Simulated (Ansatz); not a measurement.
Seebeck coefficient (μV/K, mean over directions) of n-type GeSi (P6_3mc) against carrier density, PBEsol, rigid bands (Ansatz, a program for electronic structure). Computed gap 0.35 eV; densities at which minority carriers matter at this gap, or further valleys turn the trend, are left out. Conductivity mass 0.27 mₑ (harmonic mean over directions), N_c = 6.1e19 cm⁻³ at 300 K.

| electron density | 300 K |
|---|---|
| 1e18 cm⁻³ | -605 |
| 3e18 cm⁻³ | ___ |
| 1e19 cm⁻³ | -407 |
| 3e19 cm⁻³ | ___ |
| 1e20 cm⁻³ | -217 |
| 3e20 cm⁻³ | -136 |
| 1e21 cm⁻³ | ___ |

**Question.** Complete the blanks.

**Answer.** 
- 3e18 cm⁻³, 300 K: -510
- 3e19 cm⁻³, 300 K: -315
- 1e21 cm⁻³, 300 K: -63

Rigid bands with a gap fixed in temperature, one relaxation time for all states, no polarons or phonon drag, and whether or not such doping can be reached. Spin-orbit coupling is left out.

Computed structure with no diffraction record at hand here (it may be known, metastable or hypothetical): GeSi (P6_3mc).
